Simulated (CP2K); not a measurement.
Band structure of TiPt3 (Pm-3m, 4 atoms in the cell).

```
TiPt3
1.0
    3.87390     0.00000     0.00000
    0.00000     3.87390     0.00000
    0.00000     0.00000     3.87390
Ti Pt
1 3
Direct
  0.00000   0.00000   0.00000
  0.50000   0.50000   0.00000
  0.00000   0.50000   0.50000
  0.50000   0.00000   0.50000
```

Method: CP2K 2026.2 with PBE, GPW, DZVP-MOLOPT-SR-GTH basis, GTH-PBE potentials (GTH_POTENTIALS).

Settings: CUTOFF = 600 Ry; REL_CUTOFF = 60 Ry; SMEAR/METHOD = GAUSSIAN; SIGMA = 0.272 eV; KPOINTS/SCHEME = MONKHORST-PACK 7 7 7; XC_FUNCTIONAL = PBE; Ti/BASIS_SET = DZVP-MOLOPT-SR-GTH-q12; Ti/POTENTIAL = GTH-PBE-q12; Pt/BASIS_SET = DZVP-MOLOPT-SR-GTH-q18; Pt/POTENTIAL = GTH-PBE-q18; METHOD = GPW; EPS_DEFAULT = 1e-10; EXTRAPOLATION = USE_GUESS; NGRIDS = 5.

The starting cell comes from a database of computed structures (which also holds hypothetical and non-ambient phases and stackings), without a prior relaxation at this level. Its lattice was rescaled by a random factor within 2.5 % of one. Spin-orbit coupling is off. Spin polarisation is off. Values carry the incompleteness of an atom-centred basis.

Levels in eV from the Fermi level, bands 30 to 35:
```
point     30     31     32     33     34     35
-----  -----  -----  -----  -----  -----  -----
Γ       0.10   0.10   0.10   1.51   1.51   1.54
X      -2.72  -2.66  -1.37  -0.18  -0.18   0.11
M      -3.18  -2.52  -2.33  -2.30   0.26   0.26
R      -0.78  -0.78  -0.78  -0.41  -0.41  -0.41
```

Bands cross the Fermi level along this path, so the cell is metallic at this level.

Higher empty bands are left out: an atom-centred basis made for the valence describes them poorly.
